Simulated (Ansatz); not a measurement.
**Response to strain in Hf**

The reference is Hf in the hcp (Mg type) structure (space group P6_3/mmc, No. 194; relaxed with 0.1 eV smearing).

```
Hf
1.0
    3.11736     0.00000     0.00000
   -1.55868     2.69972     0.00000
    0.00000     0.00000     4.95007
Hf
2
Direct
  0.66667   0.33333   0.75000
  0.33333   0.66667   0.25000
```

Cartesian axes are those of the cell as printed.

Strains are applied to the cell and any free atomic positions relax.

Method: LDA (Ansatz, a program for electronic structure; PAW; 420 eV plane waves; no spin-orbit coupling).

Notes on the quantities. energy relative to the base: free energy F.

| uniaxial strain ε_xx (%) | energy relative to the base (meV/atom) |
|---|---|
| -3 | 11.6 |
| -2.5 | 8.0 |
| -2 | 5.0 |
| -1.5 | 2.8 |
| -1 | ? |
| -0.5 | 0.3 |
| 0 | 0.0 |

### Question
Fit ΔE = Aε² + Bε³ (ε in %) to the rows shown and predict the withheld row.

### Answer
Least squares on the printed values gives A = 1.19 and B = -0.032 meV/atom (largest residual 0.0 meV/atom); this predicts 1.2 meV/atom, and the run gives 1.2 meV/atom, in agreement.

Stability against distortions was not tested. The final runs are not spin-polarised.
